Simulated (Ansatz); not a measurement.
The starting structures come from a database of crystals and need not be the phases stable at ambient conditions.

Crystal: Li₂ZrTeO₆ (R3, not sure to be the ambient phase, 10 atoms a cell, 11.2 Å³ an atom, -6 GPa at this level); planes in its conventional cell.

Method: PBEsol (plane waves, PAW; Ansatz, a program for electronic structure).

No gap correction and no spin-orbit coupling; mid-gap values are interpolated between computed energies.

| plane | area of the cell (Å²) | mid-gap κ (1/Å) | largest κ in the gap (1/Å) |
|---|---|---|---|
| (001) | 23.8 | 0.33 | 0.33 |
| (101) | 25.8 | [?] | [?] |

Task: The slowest decay depends on the direction. Supply the withheld values.

Result: 
- (101), mid-gap κ (1/Å): 0.37
- (101), largest κ in the gap (1/Å): 0.37
